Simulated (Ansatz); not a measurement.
System: A15 Nb₃Sn (cubic form, which distorts at low temperature). Method: LDA (Ansatz, an electronic-structure program, PAW).

Settings: plane-wave cutoff 520 eV, 10×10×10 k mesh, Fermi–Dirac smearing 0.05 eV, no spin polarisation, scalar-relativistic PAW data made under PBE.

Pressure at four volumes; x = ln(V/17.788 Å³). One pressure is withheld.

```tsv
V (Å³/atom)	x	P (GPa)
16.720	-0.0619	?
17.076	-0.0409	8.23
17.788	0.0000	0.00
18.855	0.0583	-9.54
```

### Question
Pass a parabola P(x) through the three rows shown, estimate the bulk modulus and its pressure derivative near zero pressure, and predict the withheld pressure.

### Answer
Slopes between the rows: (0.00 − (8.23))/(0.0000 − (-0.0409)) = -201.22 and (-9.54 − (0.00))/(0.0583 − (0.0000)) = -163.64 GPa. Their difference over the span 0.0992 is c = 37.58/0.0992 = 378.8 GPa, so P(x) = 8.23 + (-201.22)(x − (-0.0409)) + 378.8 (x − (-0.0409))(x − (0.0000)). At the middle row B = −dP/dx = −[-201.22 + 378.8 × 0.0409] = 185.7 GPa, and B′ = dB/dP = 2c/B = 4.1. At x = -0.0619 the parabola gives 12.95 GPa; the run gives 13.04 GPa. The Birch–Murnaghan fit to the energies at all volumes has B0 = 185 GPa and B′ = 4.2.

Measured, for comparison: bulk modulus 165 GPa (4 K, not corrected to a static lattice; as tabulated in Lu and Klein (1997), arXiv:cond-mat/9704251). Computed less measured: bulk modulus +12 %.

Note: symmetry holds this phase in the static calculation, where it need not be a minimum.

Spin–orbit coupling is not included.
